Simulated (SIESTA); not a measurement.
Input and output of a self-consistent single point for LiH (Fm-3m, 2 atoms in the cell) (SIESTA).

Method: GGA PBE, numerical atomic orbitals TZP, PseudoDojo PBE standard norm-conserving potentials (rewritten from UPF to PSML) (SIESTA).

The change in words: lattice scaled by 0.98. Reference geometry:
```
LiH
1.0
    0.00000     2.04277     2.04277
    2.04277     0.00000     2.04277
    2.04277     2.04277     0.00000
Li H
1 1
Cartesian
  0.00000   0.00000   0.00000
  2.04277   2.04277   2.04277
```

Reference input (self-consistent single point, DFT, GGA PBE, numerical atomic orbitals TZP, PseudoDojo PBE standard norm-conserving potentials (rewritten from UPF to PSML)): XC.functional = GGA; XC.authors = PBE; potentials = PseudoDojo PBE standard; PAO.BasisSize = TZP; PAO.EnergyShift = 0.01 Ry; MeshCutoff = 350 Ry; kgrid.MonkhorstPack = 14 14 14; OccupationFunction = FD; ElectronicTemperature = 10 K; PAO.Polarization.NonPerturbative = true; MaxSCFIterations = 150; SCF.Mixer.Method = Pulay. This run's input differs from it in these lines:

```diff
@@ -12,5 +12,5 @@
 %block LatticeVectors
-     0.000000000    2.042767000    2.042767000
-     2.042767000    0.000000000    2.042767000
-     2.042767000    2.042767000    0.000000000
+     0.000000000    2.001912000    2.001912000
+     2.001912000    0.000000000    2.001912000
+     2.001912000    2.001912000    0.000000000
 %endblock LatticeVectors
```

The program printed (abridged):

```
        iscf     Eharris(eV)        E_KS(eV)     FreeEng(eV)     dDmax    Ef(eV) dHmax(eV)
   scf:    1     -209.433885     -212.471674     -212.471674  0.877144-10.189148  1.789668
   scf:    2     -212.506069     -212.489040     -212.489040  0.008274-10.310412  1.542892
   scf:    3     -212.578227     -212.539939     -212.539939  0.050771 -7.479771  0.090597
   scf:    4     -212.539998     -212.539978     -212.539978  0.004157 -7.528439  0.028193
   scf:    5     -212.540005     -212.539993     -212.539993  0.005173 -7.546036  0.003006
   scf:    6     -212.539993     -212.539993     -212.539993  0.000509 -7.545064  0.001465
mix: Pulay -- inversion failed, > SVD [rank/size] 4 / 5
   scf:    7     -212.539993     -212.539993     -212.539993  0.000049 -7.544982  0.000456
SCF Convergence by DM+H criterion
max |DM_out - DM_in|         :     0.0000494615
max |H_out - H_in|      (eV) :     0.0004564587
SCF cycle converged after 7 iterations

Using DM_out to compute the final energy and forces

siesta: E_KS(eV) =             -212.5400

siesta: E_KS - E_eggbox =      -212.5400

siesta: Atomic forces (eV/Ang):
     1    0.000000   -0.000000   -0.000000
     2    0.000000    0.000000    0.000000
   Tot    0.000000   -0.000000    0.000000
   Max    0.000000
   Res    0.000000    sqrt( Sum f_i^2 / 3N )
   Max    0.000000    constrained

Stress tensor Voigt[x,y,z,yz,xz,xy] (kbar):       -4.10       -4.10       -4.10       -0.19       -0.19       -0.19
(Free)E + p*V (eV/cell)     -212.4989
Target enthalpy (eV/cell)     -212.5400

siesta: Program's energy decomposition (eV):
siesta: FreeEng =      -212.539993

   [... lines left out ...]
siesta:    -0.002558   -0.000117   -0.000117
siesta:    -0.000117   -0.002558   -0.000117
siesta:    -0.000117   -0.000117   -0.002558

siesta: Cell volume =         16.045932 Ang**3

siesta: Pressure (static):
siesta:                Solid            Molecule  Units
siesta:           0.00002786          0.00002786  Ry/Bohr**3
siesta:           0.00255805          0.00255805  eV/Ang**3
siesta:           4.09844331          4.09844331  kBar
```

The run converged in 7 iterations. Against the reference run the free energy goes down by 2.0 meV/atom, the pressure goes from -1.57 to 0.41 GPa and the gap on the mesh goes from 3.139 to 3.109 eV.

The starting cell comes from a database of computed structures (which also holds hypothetical and non-ambient phases and stackings), without a prior relaxation at this level. Its lattice was rescaled by a random factor within 2.5 % of one. For this run, on top of that: lattice scaled by 0.98. Values carry the incompleteness of an atom-centred basis.

Cost on one core of a shared machine: roughly 30 s.
